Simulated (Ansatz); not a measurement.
**Carrier properties of BP (R3m)**

Consider the following.

```yaml
crystal:
  lattice:
    - [-0.00398, 2.25662, 2.25662]
    - [2.25662, -0.00398, 2.25662]
    - [2.25662, 2.25662, -0.00398]
  atoms:
    - { symbol: B, position: [0.99992, 0.99992, 0.99992] }
    - { symbol: P, position: [0.25008, 0.25008, 0.25008] }
```

Method: PBEsol with spin-orbit coupling, rigid bands (plane waves, PAW; Ansatz, a program for electronic structure). Condition of this run: uniaxial stress along [111] of 1 GPa (compression positive) (the target of the relaxation). How the cell was made: cell and atoms relaxed with PBEsol, then loaded as said.

```
Quantity                                                                                                                                                       Result
---------------------------------------------------------------------------------------------------------------------------------------  ----------------------------
band gap                                                                                                                                                      1.09 eV
electron conductivity mass (300 K, dilute)                                                                                                                    0.33 mₑ
hole conductivity mass (300 K, dilute)                                                                                                                        0.42 mₑ
effective density of states N_c (300 K)                                                                                                                   4.0e19 cm⁻³
effective density of states N_v (300 K)                                                                                                                   1.8e19 cm⁻³
density-of-states mass, electrons                                                                                                                             1.38 mₑ
density-of-states mass, holes                                                                                                                                 0.80 mₑ
Seebeck coefficient, n-type 1e19 cm⁻³, 300 K                                                                                                                -336 μV/K
best n-type power factor at 300 K for τ = 10 fs (best axis; densities from 1e16 to 1e21 cm⁻³ tried, whether or not they can be reached)  19.7 μW/(cm·K²) at 1e20 cm⁻³
Seebeck coefficient, p-type 1e19 cm⁻³, 300 K                                                                                                                 323 μV/K
best p-type power factor at 300 K for τ = 10 fs (best axis; densities from 1e16 to 1e21 cm⁻³ tried, whether or not they can be reached)  14.9 μW/(cm·K²) at 1e20 cm⁻³
```

Rigid bands; masses and Seebeck coefficients take one relaxation time τ for all states and one kind of carrier; polarons and phonon drag are left out.
